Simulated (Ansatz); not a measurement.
The reference is ZrRu in the CsCl type structure (space group Pm-3m, No. 221; a = 3.232 Å; relaxed with 0.1 eV smearing). Axes: x, y, z lie along the cube axes.

Computed with PBEsol in Ansatz (plane waves to 420 eV, PAW, no spin-orbit coupling).

A first run, uniaxial strain ε_xx = +1.98 %, gives secant values C11 ≈ 330 GPa and C12 ≈ 120 GPa from its stress. A second run applies uniaxial stress, 2 GPa tension along z.

What does linear elasticity predict for Young's modulus in the second run, and what does the run give?

Linear elasticity: (C11 − C12)(C11 + 2 C12)/(C11 + C12) = 270 GPa. The run gives 280 GPa; any difference comes from nonlinear terms at these strains and numerical noise.

Stability under load was not tested beyond the relaxation. The final runs are not spin-polarised.

Ansatz is a first-principles code.
